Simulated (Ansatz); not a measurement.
## Ge well of 13 atomic layers along [001] in random Si0.3Ge0.7, interfaces sharp

Prepared with Tersoff's 1989 multicomponent potential (SiCGe.tersoff) (LAMMPS): minimisation. Geometry as solved with Ansatz (a first-principles code) with PBE, support functions at accuracy medium on the grid of 370 eV.

```xyz
720
Lattice="17.02 0.00 0.00 0.00 17.02 0.00 0.00 0.00 57.12" Properties=species:S:1:pos:R:3 pbc="T T T"
Si    -0.03     0.02    -0.02
Ge     1.39     1.44     1.38
Si     2.85     2.86     0.04
Si     4.25     4.26     1.38
Ge     2.82    -0.03     2.80
Ge     4.23     1.45     4.23
Si     0.03     2.85     2.83
Si     1.43     4.21     4.21
Ge    -0.03    -0.03     5.65
Ge     1.43     1.43     7.03
Si     2.80     2.86     5.61
Ge     4.24     4.21     7.05
Ge     2.86     0.02     8.51
Si     4.28     1.41     9.92
Ge    -0.02     2.80     8.49
Ge     1.45     4.23     9.89
Ge    -0.05    -0.03    11.32
Ge     1.43     1.43    12.69
Si     2.87     2.79    11.27
Ge     4.24     4.17    12.74
Ge     2.85    -0.04    14.13
Si     4.25     1.40    15.54
Ge    -0.03     2.87    14.12
Ge     1.38     4.29    15.60
Ge     0.02    -0.03    16.96
Ge     1.42     1.40    18.42
Ge     2.85     2.81    16.96
Ge     4.25     4.24    18.43
Ge     2.83    -0.01    19.89
Ge     4.25     1.41    21.34
Ge     0.00     2.83    19.86
Ge     1.41     4.25    21.33
Ge    -0.01     0.00    22.79
Ge     1.41     1.42    24.25
Ge     2.83     2.83    22.79
Ge     4.25     4.26    24.24
Ge     2.84     0.00    25.70
Ge     4.26     1.42    27.16
Ge     0.00     2.84    25.70
Ge     1.42     4.26    27.16
Ge     0.00     0.00    28.61
Ge     1.41     1.41    30.07
Ge     2.84     2.84    28.62
Ge     4.26     4.26    30.07
Ge     2.83    -0.01    31.53
Ge     4.25     1.42    32.97
Ge     0.00     2.83    31.54
Ge     1.42     4.25    32.98
Ge    -0.02    -0.01    34.46
Ge     1.42     1.42    35.88
Ge     2.84     2.84    34.43
Ge     4.27     4.23    35.90
Ge     2.83    -0.01    37.32
Ge     4.24     1.47    38.75
Ge    -0.01     2.82    37.36
Si     1.39     4.27    38.76
Si    -0.05     0.03    40.13
Ge     1.39     1.45    41.51
Si     2.78     2.88    40.11
Ge     4.21     4.23    41.54
Ge     2.82     0.00    42.95
Ge     4.25     1.42    44.39
Si     0.03     2.85    42.98
Si     1.38     4.22    44.39
Ge    -0.01     0.00    45.83
Si     1.39     1.43    47.22
Ge     2.81     2.86    45.83
Si     4.28     4.23    47.22
Ge     2.81     0.04    48.61
Ge     4.24     1.49    50.03
Ge    -0.01     2.84    48.65
Si     1.42     4.23    50.08
Ge    -0.02     0.01    51.43
Ge     1.41     1.46    52.85
Si     2.80     2.87    51.43
Ge     4.21     4.25    52.84
Ge     2.81     0.00    54.30
Ge     4.23     1.44    55.75
Ge    -0.06     2.85    54.33
Ge     1.43     4.25    55.75
Ge    -0.05     5.70    -0.02
Ge     1.38     7.12     1.44
Ge     2.79     8.55    -0.02
Ge     4.27     9.96     1.38
Ge     2.85     5.64     2.83
Si     4.26     7.07     4.22
Si     0.01     8.54     2.85
Si     1.40     9.89     4.22
Ge     0.02     5.62     5.60
Ge     1.44     7.04     7.06
Ge     2.83     8.50     5.60
Ge     4.22     9.96     7.07
Si     2.84     5.64     8.46
Ge     4.23     7.05     9.86
Ge     0.00     8.50     8.48
Ge     1.43     9.99     9.86
Ge    -0.05     5.66    11.29
Ge     1.39     7.10    12.71
Ge     2.83     8.53    11.28
Ge     4.26     9.96    12.70
Ge     2.82     5.67    14.14
Ge     4.26     7.11    15.56
Ge    -0.03     8.53    14.16
Ge     1.41     9.96    15.57
Si    -0.04     5.68    17.01
Ge     1.37     7.06    18.42
Ge     2.81     8.51    17.01
Ge     4.26     9.94    18.42
Ge     2.82     5.66    19.87
Ge     4.24     7.09    21.32
Ge    -0.02     8.52    19.86
Ge     1.41     9.93    21.32
Ge     0.00     5.67    22.79
Ge     1.42     7.09    24.24
Ge     2.83     8.51    22.78
Ge     4.25     9.93    24.23
Ge     2.84     5.67    25.70
Ge     4.26     7.09    27.16
Ge     0.00     8.51    25.70
Ge     1.42     9.93    27.16
Ge     0.00     5.67    28.62
Ge     1.42     7.10    30.07
Ge     2.84     8.51    28.62
Ge     4.25     9.93    30.08
Ge     2.84     5.68    31.52
Ge     4.25     7.09    32.99
Ge     0.00     8.51    31.53
Ge     1.41     9.93    33.00
Ge     0.00     5.67    34.42
Ge     1.40     7.08    35.88
Ge     2.84     8.51    34.45
Ge     4.25     9.94    35.92
Ge     2.81     5.65    37.33
Ge     4.25     7.14    38.71
Ge    -0.03     8.49    37.35
Ge     1.44     9.94    38.75
Si     0.00     5.68    40.10
Ge     1.41     7.09    41.49
Si     2.85     8.52    40.13
Ge     4.25     9.88    41.57
Ge     2.79     5.65    43.01
Ge     4.29     7.07    44.42
Ge    -0.02     8.54    42.91
Ge     1.42     9.95    44.38
Ge    -0.02     5.61    45.81
Ge     1.42     7.05    47.24
Ge     2.85     8.53    45.84
Si     4.26     9.94    47.25
Ge     2.85     5.60    48.65
Ge     4.26     7.13    50.02
Ge    -0.01     8.49    48.70
Si     1.41     9.93    50.07
Ge    -0.03     5.63    51.47
Ge     1.36     7.12    52.91
Ge     2.80     8.53    51.47
Ge     4.23     9.95    52.91
Ge     2.82     5.68    54.30
Ge     4.27     7.08    55.74
Si    -0.03     8.53    54.33
Si     1.37     9.92    55.68
Ge    -0.01    11.36    -0.04
Ge     1.43    12.81     1.39
Si     2.88    14.19    -0.01
Si     4.22    15.59     1.38
Ge     2.80    11.33     2.85
Ge     4.22    12.78     4.28
Si    -0.01    14.19     2.79
Ge     1.40    15.53     4.24
Ge     0.06    11.35     5.65
Si     1.45    12.76     7.07
Si     2.80    14.15     5.70
Ge     4.24    15.54     7.08
Si     2.84    11.42     8.48
Si     4.22    12.81     9.88
Ge    -0.01    14.14     8.46
Ge     1.43    15.58     9.91
Ge    -0.02    11.41    11.29
Ge     1.42    12.86    12.72
Si     2.88    14.20    11.29
Si     4.25    15.60    12.66
Ge     2.84    11.40    14.15
Si     4.24    12.80    15.54
Si    -0.02    14.22    14.16
Si     1.39    15.58    15.52
Ge    -0.06    11.39    16.95
Ge     1.40    12.77    18.41
Ge     2.82    14.19    16.93
Ge     4.23    15.60    18.41
Ge     2.83    11.36    19.86
Ge     4.25    12.77    21.32
Ge     0.00    14.19    19.88
Ge     1.41    15.60    21.34
Ge    -0.01    11.34    22.78
Ge     1.42    12.76    24.24
Ge     2.84    14.18    22.79
Ge     4.26    15.60    24.25
Ge     2.84    11.34    25.69
Ge     4.25    12.76    27.16
Ge     0.00    14.18    25.70
Ge     1.42    15.60    27.16
Ge     0.00    11.35    28.62
Ge     1.42    12.76    30.08
Ge     2.84    14.18    28.61
Ge     4.25    15.60    30.07
Ge     2.83    11.34    31.54
Ge     4.25    12.76    33.00
Ge     0.00    14.18    31.53
Ge     1.41    15.60    33.00
Ge    -0.01    11.35    34.47
Ge     1.41    12.77    35.94
Ge     2.82    14.17    34.45
Ge     4.25    15.60    35.87
Si     2.82    11.33    37.32
Ge     4.21    12.73    38.72
Si    -0.04    14.16    37.34
Ge     1.34    15.60    38.75
Ge    -0.04    11.38    40.16
Si     1.38    12.76    41.57
Ge     2.79    14.16    40.17
Ge     4.28    15.56    41.59
Ge     2.84    11.40    42.95
Si     4.29    12.79    44.34
Ge    -0.04    14.15    42.97
Ge     1.40    15.59    44.39
Ge    -0.05    11.37    45.77
Ge     1.43    12.76    47.20
Ge     2.88    14.17    45.76
Ge     4.26    15.61    47.21
Ge     2.84    11.32    48.67
Si     4.19    12.77    50.09
Ge    -0.02    14.20    48.60
Ge     1.44    15.58    50.06
Ge     0.03    11.32    51.51
Si     1.40    12.80    52.90
Si     2.80    14.13    51.48
Ge     4.23    15.54    52.88
Ge     2.79    11.40    54.34
Si     4.26    12.77    55.74
Si     0.00    14.15    54.30
Ge     1.38    15.57    55.73
Ge     5.67     0.01     0.05
Si     7.09     1.43     1.43
Ge     8.51     2.85     0.06
Si     9.93     4.26     1.46
Ge     8.52     0.05     2.83
Si     9.96     1.42     4.24
Ge     5.69     2.88     2.79
Si     7.12     4.28     4.18
Ge     5.65    -0.01     5.66
Ge     7.08     1.42     7.10
Ge     8.50     2.84     5.59
Ge     9.92     4.27     7.04
Si     8.48    -0.02     8.48
Ge     9.90     1.36     9.88
Si     5.62     2.79     8.49
Ge     7.04     4.23     9.85
Si     5.63    -0.02    11.30
Ge     7.02     1.38    12.73
Ge     8.47     2.81    11.29
Ge     9.93     4.22    12.72
Ge     8.51    -0.04    14.13
Ge     9.96     1.37    15.58
Si     5.63     2.77    14.16
Ge     7.05     4.20    15.54
Ge     5.65     0.02    16.98
Ge     7.09     1.42    18.44
Ge     8.52     2.82    16.99
Ge     9.94     4.26    18.43
Ge     8.52    -0.01    19.87
Ge     9.93     1.41    21.32
Ge     5.67     2.84    19.89
Ge     7.10     4.26    21.34
Ge     5.68     0.00    22.79
Ge     7.10     1.42    24.25
Ge     8.52     2.83    22.78
Ge     9.93     4.26    24.24
Ge     8.51     0.00    25.70
Ge     9.93     1.42    27.16
Ge     5.67     2.84    25.70
Ge     7.09     4.26    27.16
Ge     5.67     0.00    28.62
Ge     7.10     1.42    30.08
Ge     8.51     2.84    28.62
Ge     9.93     4.26    30.08
Ge     8.52     0.00    31.53
Ge     9.93     1.42    32.99
Ge     5.68     2.84    31.53
Ge     7.09     4.26    32.99
Ge     5.67     0.01    34.43
Ge     7.06     1.44    35.90
Ge     8.51     2.84    34.44
Ge     9.96     4.23    35.90
Ge     8.53     0.01    37.31
Ge     9.97     1.43    38.76
Si     5.66     2.83    37.32
Ge     7.09     4.19    38.74
Ge     5.71     0.04    40.19
Si     7.17     1.41    41.58
Si     8.50     2.79    40.16
Ge     9.89     4.21    41.56
Si     8.55     0.03    42.96
Si     9.92     1.34    44.42
Ge     5.70     2.82    42.94
Ge     7.07     4.27    44.42
Ge     5.72     0.02    45.81
Si     7.09     1.43    47.25
Ge     8.50     2.78    45.81
Ge     9.93     4.24    47.22
Ge     8.55     0.03    48.62
Si     9.95     1.42    50.05
Si     5.67     2.83    48.57
Ge     7.07     4.23    50.00
Ge     5.65     0.01    51.47
Ge     7.10     1.42    52.89
Ge     8.54     2.83    51.43
Ge     9.98     4.29    52.85
Ge     8.51    -0.01    54.32
Ge     9.96     1.44    55.73
Ge     5.66     2.86    54.30
Ge     7.07     4.29    55.75
Si     5.64     5.66     0.04
Ge     7.12     7.04     1.40
Si     8.49     8.49    -0.04
Ge     9.90     9.89     1.36
Si     8.53     5.63     2.82
Ge     9.93     7.08     4.21
Ge     5.68     8.49     2.84
Si     7.08     9.91     4.25
Ge     5.70     5.68     5.61
Si     7.09     7.10     7.02
Ge     8.50     8.53     5.66
Si     9.96     9.95     7.01
Ge     8.47     5.70     8.44
Ge     9.93     7.12     9.87
Ge     5.67     8.48     8.44
Ge     7.11     9.93     9.86
Ge     5.65     5.64    11.32
Ge     7.10     7.09    12.72
Ge     8.53     8.55    11.32
Ge     9.97    10.01    12.73
Ge     8.51     5.65    14.15
Ge     9.95     7.11    15.57
Ge     5.69     8.54    14.14
Ge     7.13     9.99    15.54
Ge     5.67     5.66    17.00
Ge     7.10     7.10    18.43
Ge     8.52     8.54    17.00
Ge     9.97     9.97    18.40
Ge     8.52     5.68    19.88
Ge     9.94     7.10    21.33
Ge     5.67     8.52    19.88
Ge     7.10     9.93    21.33
Ge     5.67     5.68    22.78
Ge     7.09     7.09    24.24
Ge     8.52     8.51    22.79
Ge     9.93     9.93    24.25
Ge     8.51     5.67    25.70
Ge     9.93     7.09    27.16
Ge     5.67     8.51    25.70
Ge     7.09     9.93    27.16
Ge     5.68     5.68    28.61
Ge     7.09     7.09    30.07
Ge     8.51     8.51    28.61
Ge     9.93     9.93    30.07
Ge     8.51     5.68    31.53
Ge     9.93     7.09    33.00
Ge     5.67     8.51    31.53
Ge     7.09     9.92    32.99
Ge     5.66     5.68    34.44
Ge     7.06     7.11    35.90
Ge     8.51     8.51    34.45
Ge     9.93     9.96    35.90
Ge     8.51     5.67    37.31
Ge     9.92     7.12    38.76
Si     5.67     8.53    37.31
Ge     7.13     9.92    38.70
Ge     5.67     5.68    40.13
Ge     7.09     7.14    41.55
Si     8.51     8.52    40.14
Ge     9.95     9.92    41.51
Ge     8.51     5.69    42.98
Ge     9.98     7.13    44.36
Si     5.66     8.49    42.98
Ge     7.06     9.92    44.35
Si     5.65     5.64    45.86
Ge     7.06     7.10    47.22
Ge     8.50     8.52    45.78
Ge     9.97     9.94    47.19
Ge     8.54     5.70    48.66
Si     9.97     7.08    50.09
Si     5.65     8.54    48.59
Ge     7.07     9.91    50.01
Ge     5.68     5.68    51.45
Ge     7.11     7.10    52.89
Ge     8.55     8.51    51.45
Si     9.92     9.91    52.89
Ge     8.55     5.69    54.33
Si     9.92     7.12    55.73
Ge     5.70     8.55    54.34
Si     7.10     9.93    55.76
Si     5.67    11.35    -0.05
Ge     7.06    12.73     1.38
Ge     8.53    14.15    -0.04
Ge     9.93    15.60     1.41
Ge     8.48    11.30     2.84
Ge     9.96    12.72     4.26
Ge     5.62    14.20     2.78
Ge     7.08    15.61     4.21
Ge     5.70    11.34     5.65
Ge     7.09    12.79     7.12
Ge     8.51    14.19     5.65
Ge     9.93    15.66     7.06
Ge     8.60    11.36     8.48
Si     9.95    12.78     9.94
Si     5.64    14.16     8.51
Ge     7.07    15.59     9.89
Ge     5.67    11.39    11.25
Ge     7.14    12.78    12.71
Si     8.53    14.17    11.27
Ge     9.95    15.52    12.72
Si     8.56    11.40    14.15
Si     9.98    12.73    15.54
Ge     5.63    14.19    14.10
Ge     7.08    15.58    15.57
Ge     5.65    11.40    16.96
Ge     7.11    12.77    18.42
Ge     8.57    14.15    16.96
Ge     9.96    15.62    18.40
Ge     8.52    11.35    19.87
Ge     9.93    12.77    21.33
Ge     5.67    14.19    19.86
Ge     7.09    15.60    21.33
Ge     5.68    11.35    22.77
Ge     7.09    12.76    24.24
Ge     8.51    14.18    22.79
Ge     9.93    15.60    24.24
Ge     8.51    11.35    25.70
Ge     9.93    12.77    27.16
Ge     5.67    14.18    25.70
Ge     7.09    15.60    27.16
Ge     5.67    11.35    28.62
Ge     7.09    12.77    30.08
Ge     8.51    14.18    28.62
Ge     9.93    15.60    30.07
Ge     8.51    11.34    31.53
Ge     9.94    12.77    32.98
Ge     5.67    14.18    31.53
Ge     7.09    15.60    32.98
Ge     5.68    11.34    34.45
Ge     7.13    12.74    35.90
Ge     8.51    14.17    34.43
Ge     9.94    15.60    35.86
Si     8.53    11.35    37.31
Ge     9.96    12.71    38.75
Ge     5.67    14.17    37.31
Ge     7.10    15.60    38.74
Ge     5.70    11.35    40.17
Si     7.07    12.79    41.58
Ge     8.51    14.15    40.19
Ge     9.98    15.62    41.58
Ge     8.50    11.38    42.94
Ge     9.98    12.78    44.39
Si     5.70    14.15    42.98
Ge     7.12    15.62    44.32
Ge     5.62    11.35    45.78
Ge     7.07    12.79    47.20
Ge     8.55    14.24    45.82
Si     9.98    15.64    47.22
Ge     8.52    11.36    48.61
Ge     9.95    12.80    50.03
Ge     5.62    14.16    48.69
Ge     7.10    15.62    50.05
Ge     5.64    11.37    51.45
Ge     7.07    12.76    52.93
Ge     8.52    14.19    51.50
Ge     9.98    15.59    52.93
Ge     8.54    11.31    54.34
Si     9.95    12.77    55.68
Si     5.62    14.14    54.33
Ge     7.04    15.57    55.70
Ge    11.41     0.02     0.04
Si    12.81     1.44     1.42
Si    14.21     2.79     0.02
Ge    15.60     4.21     1.42
Si    14.17     0.05     2.79
Ge    15.59     1.45     4.20
Ge    11.37     2.84     2.84
Si    12.79     4.24     4.26
Si    11.32     0.04     5.62
Ge    12.78     1.42     7.00
Si    14.16     2.85     5.60
Ge    15.57     4.23     7.03
Ge    14.23     0.00     8.46
Si    15.60     1.40     9.91
Ge    11.34     2.82     8.47
Ge    12.78     4.26     9.88
Ge    11.37    -0.01    11.33
Si    12.79     1.40    12.71
Ge    14.21     2.81    11.32
Si    15.57     4.27    12.73
Ge    14.16    -0.03    14.10
Ge    15.58     1.42    15.56
Ge    11.40     2.79    14.13
Ge    12.83     4.24    15.55
Si    11.36    -0.02    16.98
Ge    12.77     1.41    18.37
Si    14.20     2.83    16.98
Ge    15.59     4.24    18.39
Ge    14.18     0.00    19.85
Ge    15.60     1.42    21.32
Ge    11.36     2.82    19.86
Ge    12.77     4.26    21.31
Ge    11.35    -0.01    22.78
Ge    12.77     1.42    24.23
Ge    14.18     2.84    22.77
Ge    15.60     4.25    24.24
Ge    14.18     0.00    25.70
Ge    15.60     1.42    27.16
Ge    11.35     2.84    25.69
Ge    12.76     4.25    27.16
Ge    11.35     0.00    28.62
Ge    12.76     1.42    30.08
Ge    14.18     2.84    28.62
Ge    15.60     4.25    30.08
Ge    14.19     0.00    31.53
Ge    15.59     1.42    33.00
Ge    11.35     2.84    31.54
Ge    12.77     4.26    32.99
Ge    11.37     0.01    34.44
Ge    12.78     1.41    35.94
Ge    14.18     2.84    34.47
Ge    15.61     4.27    35.90
Si    14.18    -0.01    37.36
Si    15.59     1.36    38.72
Si    11.36     2.83    37.32
Ge    12.77     4.23    38.72
Si    11.39    -0.04    40.12
Ge    12.77     1.35    41.56
Ge    14.22     2.79    40.13
Ge    15.67     4.25    41.53
Si    14.19    -0.01    42.98
Ge    15.61     1.43    44.35
Ge    11.31     2.75    43.01
Ge    12.77     4.23    44.37
Si    11.34     0.00    45.82
Si    12.74     1.39    47.18
Ge    14.18     2.83    45.85
Si    15.58     4.26    47.27
Ge    14.19     0.01    48.57
Si    15.59     1.42    50.03
Ge    11.38     2.80    48.64
Ge    12.80     4.29    50.05
Ge    11.37     0.04    51.47
Si    12.80     1.41    52.88
Ge    14.22     2.82    51.49
Si    15.58     4.27    52.92
Ge    14.19     0.02    54.32
Si    15.58     1.41    55.75
Ge    11.41     2.84    54.27
Ge    12.84     4.27    55.73
Ge    11.32     5.69     0.03
Si    12.77     7.07     1.42
Ge    14.19     8.44     0.00
Ge    15.59     9.92     1.45
Ge    14.15     5.66     2.83
Ge    15.61     7.12     4.21
Ge    11.39     8.52     2.80
Si    12.76     9.97     4.22
Ge    11.40     5.68     5.65
Si    12.77     7.13     7.05
Ge    14.15     8.54     5.64
Ge    15.58     9.97     7.09
Ge    14.19     5.74     8.45
Si    15.61     7.10     9.88
Ge    11.35     8.55     8.42
Ge    12.76    10.00     9.89
Ge    11.35     5.68    11.31
Ge    12.81     7.08    12.76
Ge    14.20     8.52    11.29
Ge    15.56     9.99    12.75
Si    14.22     5.65    14.13
Ge    15.56     7.08    15.59
Ge    11.41     8.57    14.18
Si    12.81     9.99    15.60
Ge    11.38     5.67    16.99
Ge    12.79     7.14    18.41
Si    14.15     8.54    16.96
Ge    15.56     9.91    18.39
Ge    14.19     5.68    19.86
Ge    15.60     7.09    21.33
Ge    11.36     8.53    19.87
Ge    12.76     9.93    21.34
Ge    11.35     5.67    22.78
Ge    12.76     7.09    24.25
Ge    14.18     8.51    22.79
Ge    15.60     9.93    24.25
Ge    14.18     5.67    25.70
Ge    15.60     7.09    27.16
Ge    11.35     8.51    25.70
Ge    12.77     9.93    27.16
Ge    11.34     5.67    28.61
Ge    12.76     7.09    30.07
Ge    14.18     8.51    28.62
Ge    15.60     9.93    30.08
Ge    14.18     5.67    31.53
Ge    15.60     7.10    32.99
Ge    11.34     8.51    31.53
Ge    12.76     9.94    32.98
Ge    11.36     5.67    34.45
Ge    12.77     7.12    35.89
Ge    14.18     8.53    34.44
Ge    15.57     9.95    35.93
Ge    14.21     5.72    37.35
Si    15.60     7.11    38.80
Ge    11.39     8.57    37.36
Si    12.84     9.97    38.76
Ge    11.34     5.67    40.16
Ge    12.78     7.16    41.54
Si    14.22     8.56    40.14
Si    15.55     9.97    41.56
Ge    14.19     5.67    42.93
Ge    15.61     7.09    44.37
Si    11.36     8.55    42.95
Ge    12.76     9.97    44.35
Ge    11.37     5.67    45.80
Ge    12.81     7.05    47.26
Ge    14.17     8.51    45.79
Ge    15.59     9.92    47.23
Si    14.25     5.67    48.65
Si    15.59     7.05    50.06
Ge    11.35     8.47    48.66
Ge    12.77     9.90    50.10
Si    11.39     5.72    51.45
Si    12.78     7.03    52.89
Ge    14.23     8.45    51.52
Si    15.64     9.90    52.91
Si    14.21     5.69    54.27
Si    15.59     7.10    55.64
Ge    11.34     8.47    54.26
Ge    12.78     9.90    55.70
Ge    11.34    11.37    -0.04
Ge    12.84    12.75     1.40
Si    14.25    14.16    -0.03
Ge    15.60    15.63     1.40
Si    14.17    11.32     2.85
Ge    15.62    12.76     4.19
Ge    11.38    14.18     2.82
Ge    12.77    15.68     4.23
Si    11.37    11.29     5.64
Ge    12.77    12.72     7.05
Ge    14.20    14.22     5.66
Si    15.62    15.59     7.07
Si    14.20    11.39     8.50
Si    15.58    12.77     9.87
Ge    11.33    14.17     8.50
Ge    12.81    15.58     9.91
Si    11.37    11.43    11.33
Si    12.76    12.74    12.77
Ge    14.21    14.14    11.37
Si    15.61    15.57    12.76
Si    14.15    11.39    14.17
Si    15.59    12.79    15.49
Si    11.34    14.10    14.14
Ge    12.71    15.57    15.54
Si    11.36    11.35    16.93
Ge    12.74    12.73    18.38
Ge    14.19    14.15    16.94
Ge    15.60    15.58    18.41
Ge    14.16    11.33    19.86
Ge    15.59    12.76    21.31
Ge    11.36    14.18    19.86
Ge    12.77    15.60    21.31
Ge    11.34    11.35    22.79
Ge    12.77    12.77    24.24
Ge    14.18    14.18    22.78
Ge    15.60    15.60    24.24
Ge    14.18    11.35    25.70
Ge    15.60    12.77    27.16
Ge    11.35    14.19    25.70
Ge    12.76    15.61    27.16
Ge    11.35    11.35    28.62
Ge    12.77    12.77    30.07
Ge    14.18    14.19    28.61
Ge    15.60    15.60    30.07
Ge    14.19    11.35    31.53
Ge    15.61    12.77    32.99
Ge    11.35    14.19    31.53
Ge    12.77    15.60    32.99
Ge    11.36    11.36    34.44
Ge    12.80    12.74    35.92
Ge    14.19    14.18    34.46
Ge    15.59    15.59    35.94
Si    14.19    11.36    37.37
Si    15.59    12.77    38.69
Ge    11.37    14.21    37.33
Si    12.77    15.65    38.72
Si    11.40    11.31    40.13
Ge    12.76    12.76    41.56
Ge    14.17    14.20    40.09
Ge    15.59    15.64    41.55
Si    14.20    11.37    42.96
Si    15.53    12.77    44.38
Si    11.38    14.20    42.98
Ge    12.78    15.61    44.41
Si    11.37    11.37    45.78
Ge    12.74    12.81    47.19
Si    14.21    14.19    45.79
Si    15.58    15.58    47.18
Ge    14.15    11.35    48.65
Ge    15.61    12.75    50.07
Si    11.32    14.23    48.59
Ge    12.75    15.60    50.01
Ge    11.32    11.33    51.51
Ge    12.75    12.77    52.93
Ge    14.17    14.19    51.48
Ge    15.63    15.59    52.91
Ge    14.25    11.34    54.30
Si    15.63    12.79    55.69
Si    11.35    14.16    54.34
Ge    12.79    15.54    55.73
```
